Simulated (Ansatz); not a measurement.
## A computed series for WC: response to strain

Take WC (space group P-6m2, No. 187; a = 2.913 Å, c = 2.835 Å; relaxed with 0.1 eV smearing) as the base. Axes: x lies along a and z along c of the hexagonal cell.

Strains are applied to the cell and any free atomic positions relax; under biaxial strain the out-of-plane vector relaxes too.

Calculations: r2SCAN, PAW, 500 eV (Ansatz, an electronic-structure program; no spin-orbit coupling).

Candidates:
(a) biaxial strain +2.50 %, plane normal [001], relaxed out of plane
(b) biaxial strain +1.00 %, plane normal [001], relaxed out of plane
(c) biaxial strain +1.50 %, plane normal [001], relaxed out of plane

Task: Order them by out-of-plane strain, highest first.

Result: (b) biaxial strain +1.00 %, plane normal [001], relaxed out of plane (-0.34 %), (c) biaxial strain +1.50 %, plane normal [001], relaxed out of plane (-0.50 %), (a) biaxial strain +2.50 %, plane normal [001], relaxed out of plane (-0.82 %)

Stability against distortions was not tested. All final runs are without spin polarisation.
